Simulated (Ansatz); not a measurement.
The parent structure is Zn in the fcc (Cu type) structure (space group Fm-3m, No. 225; a = 3.838 Å; a cell from a computed database, its experimental status unchecked).

Level of theory: plane-wave PAW DFT at the PBEsol level (Ansatz, an electronic-structure program, 420 eV), no SOC.

Base values:

| Item | Result |
|---|---|
| Volume per atom | 14.13 Å³ |
| Band gap | zero |

Now apply this change: hydrostatic tension (pressure −2 GPa).

### Question
What happens to the volume per atom?

### Answer
The volume per atom grows by 0.35 Å³ (14.13 Å³ → 14.48 Å³).

### Question
Estimate the effect on the band gap.

### Answer
The band gap is still zero.

Load acts through the strain it causes; cell and atoms are relaxed under it. No phonon test of stability was made. This is not the structure that Zn has at room temperature and ambient pressure.
